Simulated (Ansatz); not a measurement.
Take ZnSe in the zinc blende structure (space group F-43m, No. 216; a = 5.666 Å) as the base.

Calculations: plane-wave PAW DFT at the r2SCAN level (Ansatz, an electronic-structure program, 500 eV), no spin-orbit coupling, earlier PAW set.

For the base:

* **Valley order**: Γ 1.86 eV; L along ⟨111⟩ 3.05 eV; X along ⟨100⟩ 3.34 eV

It is then changed as follows: 0.455 holes added to each cell, a density of 1.0×10^22 cm⁻³, with a uniform compensating background at fixed cell and a 300 K Fermi–Dirac width.

Task: What happens to the Fermi level from band edge and valley order?

Result: The Fermi level relative to the doped band's edge (positive inside the band; to 0.05 eV) amounts to +0.70 eV; the valley order (the lowest conduction-band minima on the path, energy above the VBM, named in the base's zone) goes from Γ 1.86 eV; L along ⟨111⟩ 3.05 eV; X along ⟨100⟩ 3.34 eV to Γ 2.13 eV; L along ⟨111⟩ 3.33 eV; X along ⟨100⟩ 3.78 eV.

Carriers are added with a uniform compensating background; total energy and stress of such cells depend on the potential's zero and are not compared; many-body gap narrowing is missing at this level. The levels and masses belong to the bands next to the band gap. No phonon test of stability was made.
